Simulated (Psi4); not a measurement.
Psi4 1.11, B3LYP/def2-svp: W(S)2(Cl)(OH) ([OH][W](=[S])(=[S])[Cl]), 6 atoms. The geometry is a generated start, not checked to be a minimum at this level.

| Item | Value |
|---|---|
| task | energy |
| method | b3lyp |
| basis | def2-svp |
| memory | 3 GB |
| maxiter | 100 |
| keys of the molecule block | symmetry c1 |
| scf_type | df (default) |
| guess | auto, which took SAD (default) |
| scf_initial_accelerator | adiis (default) |
| e_convergence | 1e-06 (default) |
| d_convergence | 1e-06 (default) |
| dft_radial_points | 75 (default) |
| dft_spherical_points | 302 (default) |
| effective core potentials | those of the basis set, past Kr |
| basis functions | 105 |
| grid points | 129861 |

```xyz
6

W      0.1814     0.3028    -0.0098
S      1.6675    -0.1405    -1.5412
S      1.2763     0.1474     1.8647
Cl    -0.3069     2.4110    -0.2335
O     -1.1369    -0.9618    -0.0572
H     -1.6814    -1.7589    -0.0230
```

Charge 0 and multiplicity 1 are set for this test and not shown to be the ground state.

One run each on 2 threads. Values of diis_max_vecs tried: 3, 6, 10 (default), 20.

Q: Predict the course of the SCF iterations along this series.

A: Fewest SCF iterations, within one of each other: 6 with 12, 10 (default) with 11, 20 with 11. The count rises to 38 at 3. All converge to one solution.

```csv
diis_max_vecs,SCF iterations,end
3,38,same solution
6,12,same solution
10 (default),11,same solution
20,11,same solution
```
